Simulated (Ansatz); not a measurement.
Start from TiSi2 (space group Cmcm, No. 63).

Space group Cmcm (No. 63); a = 3.5459 Å, b = 13.5650 Å, c = 3.5797 Å, α = β = γ = 90.00°

```csv
atom,site,symmetry,x,y,z
Si,4c,m2m,0.0000,0.0592,0.7500
Si,4c,m2m,0.0000,0.2503,0.2500
Ti,4c,m2m,0.0000,0.6032,0.2500
```
(The calculation used a cell of 6 atoms; values per cell refer to that cell.)

Method: PBE/PAW in Ansatz (a program for electronic structure), scalar-relativistic without spin-orbit coupling, earlier PAW set.

Before the change:

The pressure is 0.0 GPa.

Modification: an isotropic linear strain of −4.27 %, atoms relaxed at fixed cell.

What happens to the pressure and energy relative to the base?

The pressure (mean of the normal stresses, compression positive) goes from zero to 23.0 GPa; the energy rises by 113 meV/atom.

Stability against distortions was not tested. All final runs are without spin polarisation.
